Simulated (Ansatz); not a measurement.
Where the default PAW files enter, the runs use the earlier of Ansatz's two default sets.

Tunnelling through a barrier is set by its complex band structure: the current falls as exp(−2κd) with the smallest κ.

Here is the system:

```
NaI
1.0
    4.55187     0.00000     0.00000
   -2.27593     3.94203     0.00000
    2.27593     1.31401     3.71658
Na I
1 1
Cartesian
  0.00000   0.00000   0.00000
  0.00000   2.62802   1.85829
```

Space group of this cell: Fm-3m, rock salt. The cell is taken as given.

Transport runs along the normal of the first two printed cell vectors, the (111) plane of the conventional cell.

No gap correction and no spin-orbit coupling; mid-gap values are interpolated between computed energies.

Problem. Predict the band gap and the smallest decay constant κ at mid-gap from r2SCAN run with Ansatz (a first-principles code).

Solution. Gap 4.48 eV on a 10×10×10 mesh; κ = 0.283 1/Å, at the zone centre.
